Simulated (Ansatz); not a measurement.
A self-consistent single point of BaMg6B (Amm2, 8 atoms in the cell) with Ansatz (a program for electronic structure).

Method: PBEsol, default PAW files made with PBE (plane waves; Ansatz).

```yaml
crystal:
  lattice:
    - [3.96097, 0.00000, 0.00000]
    - [0.00000, 3.14956, 8.12658]
    - [0.00000, -3.14956, 8.12658]
  atoms:
    - { symbol: Ba, position: [0.00000, 0.77570, 0.77570] }
    - { symbol: Mg, position: [0.00000, 0.81232, 0.36168] }
    - { symbol: Mg, position: [0.00000, 0.36168, 0.81232] }
    - { symbol: Mg, position: [0.00000, 0.35249, 0.35249] }
    - { symbol: Mg, position: [0.50000, 0.70900, 0.20524] }
    - { symbol: Mg, position: [0.50000, 0.20524, 0.70900] }
    - { symbol: Mg, position: [0.50000, 0.19262, 0.19262] }
    - { symbol: B, position: [0.50000, 0.59095, 0.59095] }
```

Reference input (self-consistent single point, DFT, PBEsol, plane waves, default PAW files made with PBE): basis.ecutwfc = 420 eV; kpoints.mp_grid.grid = 8 5 5; hamiltonian.xc = pbesol; hamiltonian.pseudopotentials = {kind: paw} (the program's default PAW files); scf.occupations.method = fermi_dirac; scf.occupations.width = 0.1 eV. This run's input differs from it in these lines:

Ansatz 0.2 input:
```diff
@@ -19,3 +19,3 @@
   mp_grid:
-    grid: [8, 5, 5]
+    grid: [20, 14, 14]
 hamiltonian:
```

Log, with long lists cut:

```
SCF iter   1: F=—  HF=-17485.428225 eV  |F-HF|=—  |Δ(HF+E_count)|=         —  Δρ=2.99e-3  dr2=5.73e-2  ethr=1.77e-3  ⟨swp⟩=9.5  Hψ=133349  notcnv=0
all-band conjugate gradients solve this SCF's bands
preconditioner: auto → Kerker (q_TF=auto, 2.301 Å⁻¹)
the mixing steps aren't corrected for partly filled atomic shells, since the memory limit or a GPU had no room for it …
   [... lines left out ...]
SCF iter   4: F=—  HF=-17485.415339 eV  |F-HF|=—  |Δ(HF+E_count)|=   5.03e-4  Δρ=1.10e-4  dr2=5.34e-5  ethr=3.29e-6  ⟨swp⟩=2.0  Hψ=33755  notcnv=0
SCF iter   5: F=—  HF=-17485.415336 eV  |F-HF|=—  |Δ(HF+E_count)|=   3.24e-6  Δρ=4.72e-5  dr2=1.14e-5  ethr=7.31e-8  ⟨swp⟩=2.0  Hψ=36450  notcnv=0  defer=4
SCF iter   6: F=—  HF=-17485.415334 eV  |F-HF|=—  |Δ(HF+E_count)|=   2.44e-6  Δρ=1.45e-5  dr2=1.28e-6  ethr=1.56e-8  ⟨swp⟩=2.0  Hψ=34056  notcnv=0  defer=4
SCF iter   7: F=-17485.415333 eV  HF=-17485.415333 eV  |F-HF|=3.75e-8  |Δ(HF+E_count)|=   2.18e-7  Δρ=3.72e-6  dr2=5.98e-8  ethr=1.37e-10  ⟨swp⟩=5.1  Hψ=131647  notcnv=0
SCF 1 converged in 7 iterations: F = -17485.415333 eV  dr2 = 5.98e-8
Free energy (F): -17485.415333 eV
Internal energy: -17485.296647 eV  (E = F + TS)
E sigma→0 (E₀):  -17485.355990 eV
Entropy (-TS):   -0.118687 eV (-14.836 meV/atom)
Fermi energy:    5.746513 eV
--- Forces (eV/Å), atoms counted from 1 ---
  atom   1  Ba     0.00000000     0.00000000    -0.04847230
  atom   2  Mg    -0.00000000    -0.00207423     0.03354632
  atom   3  Mg    -0.00000000     0.00207423     0.03354632
  atom   4  Mg    -0.00000000     0.00000000    -0.05732636
  atom   5  Mg    -0.00000000     0.00202062    -0.00986949
  atom   6  Mg    -0.00000000    -0.00202062    -0.00986949
  atom   7  Mg    -0.00000000     0.00000000     0.07521306
  atom   8  B     -0.00000000     0.00000000    -0.01682435
--- Stress (GPa, compression-positive) ---
       -0.775088      -0.000000      -0.000000
       -0.000000      -1.300752       0.000000
       -0.000000       0.000000      -1.045572
  P = ⅓ Tr σ = -1.0405 GPa (-10.405 kbar)
  The stress holds the Pulay correction. Without it, at fixed plane waves, as pw.x and ABINIT print it: P = -1.0512 GPa
```

The run converged in 7 iterations. Against the reference run the free energy falls by 1.5 meV/atom, the pressure moves little (-1.03 to -1.04 GPa) and the largest force moves little (0.077 to 0.075 eV/Å).

The starting cell comes from a database of computed structures (which also holds hypothetical and non-ambient phases and stackings), without a prior relaxation at this level. Ansatz's pressure includes its estimate of the finite-basis (Pulay) stress.

Cost on one core of a shared machine: roughly 4 min.
